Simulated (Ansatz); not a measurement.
C, response to strain

Start from C in the graphite type structure (space group P6_3/mmc, No. 194; a = 2.458 Å, c = 6.565 Å; layered, stacked along the Cartesian z axis). Axes: x lies along a and z along c of the hexagonal cell.

Strains are applied to the cell and any free atomic positions relax; under biaxial strain the out-of-plane vector relaxes too.

Calculations: Ansatz (a quantum-chemistry and plane-wave program) PBEsol-D3(BJ), without spin-orbit coupling, earlier PAW set.

Notes on the quantities. pressure: mean of the normal stresses, compression positive.

```json
[
 {"variant": "base", "volume per atom": "8.59 Å³", "pressure": "0.0 GPa", "space group": "P6_3/mmc (No. 194)"},
 {"variant": "biaxial strain −0.76 %, plane normal [001], relaxed out of plane", "volume per atom": "8.45 Å³", "pressure": "7.1 GPa", "space group": "P6_3/mmc (No. 194)"},
 {"variant": "biaxial strain +1.53 %, plane normal [001], relaxed out of plane", "volume per atom": "8.87 Å³", "pressure": "-12.7 GPa", "space group": "P6_3/mmc (No. 194)"},
 {"variant": "isotropic strain +4.84 %", "volume per atom": "9.90 Å³", "pressure": "-32.6 GPa", "space group": "P6_3/mmc (No. 194)"},
 {"variant": "uniaxial strain ε_yy = +2.03 %", "volume per atom": "8.76 Å³", "pressure": "-8.6 GPa", "space group": "Cmcm (No. 63)"}
]
```

The mesh was chosen for an insulator and is coarse for the gapless case. Stability against distortions was not tested.
